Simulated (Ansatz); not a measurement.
**AlN, response to strain**

The reference is AlN in the zinc blende structure (space group F-43m, No. 216; a = 4.3698 Å). Axes: x, y, z lie along the cube axes.

Strains are applied to the cell and any free atomic positions relax; under biaxial strain the out-of-plane vector relaxes too.

All numbers come from DFT with r2SCAN, PAW potentials and a 500 eV plane-wave cutoff in Ansatz (a quantum-chemistry and plane-wave program), no spin-orbit coupling.

Notes on the quantities. in-plane stress: mean in-plane stress (compression positive).

```tsv
change	band gap	in-plane stress	smallest direct gap	ratio −ε⊥/ε∥
base	3.94 eV	–	4.84 eV	–
biaxial strain −3.00 %, plane normal [001], relaxed out of plane	3.76 eV	___	5.02 eV	0.98
biaxial strain −2.50 %, plane normal [001], relaxed out of plane	3.79 eV	+8.4 GPa	4.99 eV	0.99
biaxial strain −2.00 %, plane normal [001], relaxed out of plane	3.82 eV	___	4.96 eV	1.00
biaxial strain −1.50 %, plane normal [001], relaxed out of plane	3.85 eV	+4.8 GPa	4.93 eV	1.01
biaxial strain −1.00 %, plane normal [001], relaxed out of plane	3.88 eV	+3.1 GPa	4.90 eV	1.02
biaxial strain −0.50 %, plane normal [001], relaxed out of plane	3.91 eV	+1.5 GPa	4.87 eV	–
```

Some entries are withheld; estimate them.


- biaxial strain −3.00 %, plane normal [001], relaxed out of plane, in-plane stress: +10.3 GPa
- biaxial strain −2.00 %, plane normal [001], relaxed out of plane, in-plane stress: +6.6 GPa

Stability against distortions was not tested. This is not the structure that AlN has at room temperature and ambient pressure.
